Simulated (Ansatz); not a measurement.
## A computed series for hypothetical zinc blende YP: response to strain

The parent structure is YP in the zinc blende structure (space group F-43m, No. 216; a = 6.289 Å; a hypothetical phase, not in the database extracts checked). Axes: x, y, z lie along the cube axes.

Strains are applied to the cell and any free atomic positions relax; under biaxial strain the out-of-plane vector relaxes too.

The values are results of r2SCAN, PAW, 500 eV (Ansatz, a first-principles code; no SOC), not measurements.

Notes on the quantities. energy relative to the base: free energy F.

```csv
change,volume per atom,band gap,gap character,energy relative to the base
base,31.09 Å³,1.94 eV,direct at X,0 meV/atom
"biaxial strain −0.94 %, plane normal [110], relaxed out of plane",?,?,"indirect, X → T",?
"biaxial strain +0.30 %, plane normal [110], relaxed out of plane",31.15 Å³,1.91 eV,direct at X,+0.1 meV/atom
isotropic strain +2.98 %,33.96 Å³,2.01 eV,direct at X,+42 meV/atom
isotropic strain +3.40 %,34.37 Å³,2.01 eV,direct at X,+54 meV/atom
isotropic strain +3.63 %,34.60 Å³,2.02 eV,direct at X,+62 meV/atom
uniaxial strain ε_yy = +2.87 %,31.98 Å³,1.85 eV,direct at M,+5.2 meV/atom
uniaxial strain ε_zz = −1.93 %,30.49 Å³,1.86 eV,direct at X,+2.4 meV/atom
tensor shear ε_yz = +0.43 %,31.09 Å³,1.92 eV,direct at X,+0.1 meV/atom
```

Task: What belongs in the blanks?

Result: 
- biaxial strain −0.94 %, plane normal [110], relaxed out of plane, volume per atom: 30.90 Å³
- biaxial strain −0.94 %, plane normal [110], relaxed out of plane, band gap: 1.89 eV
- biaxial strain −0.94 %, plane normal [110], relaxed out of plane, energy relative to the base: +1.0 meV/atom

A biaxial case was relaxed in a doubled cell and then solved in the primitive one. Stability against distortions was not tested. Labels are those of the standard path for the cell's own space group.
